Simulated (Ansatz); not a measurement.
The parent structure is Rh in the fcc (Cu type) structure (space group Fm-3m, No. 225; a = 3.8322 Å; relaxed with 0.1 eV smearing). Axes: x, y, z lie along the cube axes.

Computed with PBE (Ansatz, a program for electronic structure), without spin-orbit coupling, earlier PAW set.

Modification: the cell is scaled by 0.9792 in all directions; the atoms relax in the strained cell.

Question: Predict the stress tensor and what it implies for the stiffness.

Answer: Stress of the strained cell less that of the base (GPa, compression positive):
```
   18.9     0.0     0.0
    0.0    18.9     0.0
    0.0     0.0    18.9
```

Then B = −ΔP/(ΔV/V₀) with ΔV/V₀ = -0.0611 gives secant stiffness values (nonlinear terms included at this strain): B ≈ 309 GPa.

As a check, the harmonic strain energy −½ V₀ Δσ:ε is 52 meV/atom; the computed energy rise is 48 meV/atom.

No phonon test of stability was made. All final runs are without spin polarisation.
